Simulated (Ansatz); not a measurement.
Functionals compared on the (10-11) surface of hcp Zr in its 1x1 cell, outermost plane spacing 0.41 Å in the ideal cut, in Ansatz (plane waves, PAW). The structure was relaxed with PBE; the other rows are single points on it, each with its references at the same level. Cutoff 420 eV (500 eV for r2SCAN).

Set-up: 10 atoms, 10.3 Å thick at the start (thin: gaps and levels are the slab's own); mesh 12x7x1; 0.1 eV smearing; dipole correction on; all atoms relaxed; held to the part of the start's symmetry that mesh and held atoms allow; no spin, no spin-orbit, no U. These notes are the PBE run's.

```
functional  surface energy (J/m²)  work function of the top face (eV)   rough cost of the single point
----------  ---------------------  ----------------------------------  -------------------------------
PBE                          1.59                                3.85                                –
LDA                          1.78                                4.08    very roughly 2.5 core-minutes
PBEsol                       1.74                                3.93  around 2.8 core-minutes (rough)
RPBE                         1.48                                3.72    very roughly 2.8 core-minutes
r2SCAN                       1.73                                3.85      very roughly 5 core-minutes
```

Ansatz is a program for electronic structure.
